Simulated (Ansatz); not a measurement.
Consider SnTe in the rock salt structure (space group Fm-3m, No. 225; a = 6.235 Å). Axes: x, y, z lie along the cube axes.

Method: LDA (Ansatz, a first-principles code, PAW, spin-orbit coupling left out).

Strains are applied to the cell and any free atomic positions relax; under biaxial strain the out-of-plane vector relaxes too.

One change was made to it. Results:

```json
[
 {"quantity": "pressure (mean of the normal stresses, compression positive)", "base": "0.00 GPa", "after": "0.21 GPa"},
 {"quantity": "energy relative to the base (free energy F)", "base": "0 meV/atom", "after": "+0.2 meV/atom"}
]
```

Question: Which change produced these results?
(A) biaxial strain −2.08 %, plane normal [111], relaxed out of plane
(B) biaxial strain +2.50 %, plane normal [111], relaxed out of plane
(C) biaxial strain −0.42 %, plane normal [111], relaxed out of plane
(D) biaxial strain −1.25 %, plane normal [111], relaxed out of plane

Answer: C, biaxial strain −0.42 %, plane normal [111], relaxed out of plane. For comparison, the energy relative to the base in the other runs: biaxial strain −2.08 %, plane normal [111], relaxed out of plane gives +6.0 meV/atom; biaxial strain +2.50 %, plane normal [111], relaxed out of plane gives +8.3 meV/atom; biaxial strain −1.25 %, plane normal [111], relaxed out of plane gives +2.2 meV/atom.

The mesh was chosen for an insulator and is coarse for the gapless case. Whether these cells are dynamically stable was not tested. The final runs are not spin-polarised.
